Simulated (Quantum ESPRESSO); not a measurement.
## A worked fit of the pressure against the volume, with one run withheld: Pt (Fm-3m, 1 atom in the cell)

```
Pt
1.0
   -1.97158     0.00000     1.97158
    0.00000     1.97158     1.97158
   -1.97158     1.97158     0.00000
Pt
1
Direct
  0.00000   0.00000   0.00000
```

Method of the run: PBE, PSlibrary PAW (PBE) pseudopotentials (plane waves; Quantum ESPRESSO).

Base settings: ecutwfc = 45 Ry; ecutrho = 450 Ry; occupations = smearing; smearing = marzari-vanderbilt; degauss = 0.0147 Ry; potentials = {Pt: Pt.pbe-n-kjpaw_psl.1.0.0.UPF}; K_POINTS = automatic 19 19 19 0 0 0; conv_thr = 1e-11 Ry; mixing_beta = 0.3.

The starting cell comes from a database of computed structures (which also holds hypothetical and non-ambient phases and stackings), without a prior relaxation at this level. Spin polarisation is off. In the cell shown, with a pressure of about 6 GPa the cell is away from its equilibrium volume at this level.

Murnaghan's equation with B′ set to 4 (a common value, assumed and not fitted) makes the pressure a straight line in x = (V₁/V)⁴, here with V₁ = 15.327 Å³/atom: P = a + b·x. The rows are the cell shown with its lattice scaled (for instance lattice scaled by 0.97, lattice scaled by 0.985, lattice scaled by 1.015, lattice scaled by 1.03); fractional positions and shape were held. Pulay stress at this cutoff, if any, shifts all pressures roughly alike and V₀ with them.

| volume (Å³/atom) | (V₁/V)⁴ | pressure (GPa) |
|---|---|---|
| 16.749 | 0.7013 | -13.50 |
| 16.028 | 0.8362 | -4.88 |
| 15.327 | 1.0000 | 6.43 |
| 14.648 | 1.1987 | ? |
| 13.989 | 1.4411 | 39.62 |

Problem. Fit the line to the 4 rows given and predict the withheld one.

Solution. Means: x̄ = 0.99465, ȳ = 6.9175. Σ(x − x̄)(y − ȳ) = 22.46 and Σ(x − x̄)² = 0.3105, so b = 72.32 and a = ȳ − b·x̄ = -65.016; P = 0 at x₀ = −a/b = 0.8990, so V₀ = V₁·x₀^(−1/4) = 15.74 Å³/atom and B₀ = 4·b·x₀ = 260 GPa (for B′ = 4 and held positions). The largest residual of the fitted rows is 0.87. At x = 1.1987 the line gives 21.67 GPa. The run gave 21.00 GPa, a miss of 0.67 GPa. The rows were chosen because the form fits them, the withheld one included, so this shows the method and is no test of the form.

Left out of this page: 5 runs of the series outside the window shown, repeating another row's setting, or not comparable.
